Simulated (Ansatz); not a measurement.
A constructed model of the (0001) surface of hcp Ti, a pseudomorphic layer of Os in the host's stacking (bottom of the slab: a bare face, its two planes held)

Level of theory: PBE (plane waves to 420 eV, PAW; Ansatz, a program for electronic structure).

Model: 7-atom slab, 14.3 Å thick at the start, 15x15x1 mesh, Fermi-Dirac 0.1 eV, dipole correction, 2 atoms held, the rest relaxed; symmetry of the start imposed; no spin, no spin-orbit, no U. In PBE it lies 0.04 eV a 1x1 cell over the lowest computed structure of the same composition (a pseudomorphic layer of Os in the other hollow).

- work function of the top face = 4.43 eV
- energy released by relaxation = 1.24 eV
- cost = roughly 4 core-minutes
